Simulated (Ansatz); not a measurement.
Input:

```yaml
crystal:
  lattice:
    - [3.08436, 0.00000, 0.00000]
    - [0.00000, 3.08436, 0.00000]
    - [0.00000, 0.00000, 3.08436]
  atoms:
    - { symbol: Ti, position: [0.50000, 0.50000, 0.50000] }
    - { symbol: Re, position: [0.00000, 0.00000, 0.00000] }
```

Level of theory: PBEsol, DFPT electron-phonon coupling, linearised Boltzmann equation (plane waves, PAW, scalar-relativistic; Ansatz, a program for electronic structure). How the cell was made: relaxed with this functional, without spin-orbit coupling.

Problem. Predict the intrinsic resistivity at 300 K.

Solution. 5.5 μΩ·cm.

Problem. How long is the mean free path there?

Solution. 12.3 nm, weighted by the current that each state carries. Wires not much wider than this gain resistivity from their walls.

A metal at this level (no band gap). Only scattering by harmonic phonons is included (no impurities, grain boundaries, electron-electron scattering or thermal expansion). Spin-orbit coupling is left out, which matters with elements this heavy. Halving the electron mesh (28x28x28) moves the resistivity by up to 7 % at 300 K, the mean free path by up to 7 %. Smearing 0.20 eV; phonons on a 5x5x5 q mesh, which this run doesn't test.

Formula and space group known from diffraction (Crystallography Open Database), not checked to be the room-temperature form: TiRe (Pm-3m).
